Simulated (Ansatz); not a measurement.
# ZrO2 in the fluorite structure (space group Fm-3m, No. 225)

ZrO2 is modelled in the cubic space group Fm-3m (No. 225), the fluorite structure, Pearson symbol cF12. Lattice parameters: a = 5.0641 Å, b = 5.0641 Å, c = 5.0641 Å, α = 90.00°, β = 90.00°, γ = 90.00°. Zr on 4a sees 8 O at 2.193 Å (cubic). O on 8c sees 4 Zr at 2.193 Å (tetrahedral). (Neighbours: up to the widest gap in distance over summed covalent radii, below 1.35, at either atom; cation-cation and far metal-metal contacts left out.)
(The calculation used a cell of 3 atoms; values per cell refer to that cell.)

Computed with PBEsol (Ansatz, an electronic-structure program), spin-orbit coupling left out. Settings: 11×11×11 k-points, 0.05 eV Fermi–Dirac smearing.

* **Volume per atom**: 10.82 Å³
* **Density**: 6.30 g/cm³
* **Band gap**: 3.33 eV, indirect, X → Γ
* **Electron mass (degenerate bands, along [100])**: 0.46, 2.0 mₑ
* **Lowest conduction-band minima above the VBM**: Γ 3.33 eV; X along ⟨100⟩ 3.76 eV; a point along ⟨110⟩, about 0.9 Å⁻¹ from Γ 3.79 eV; L along ⟨111⟩ 4.00 eV
* **Total energy**: -1751.876 eV/atom (σ→0; compares only within this code and set-up)

Masses are band curvatures over ±0.01 Å⁻¹ around the edge. Whether these cells are dynamically stable was not tested. This is not the structure that ZrO2 has at room temperature and ambient pressure.
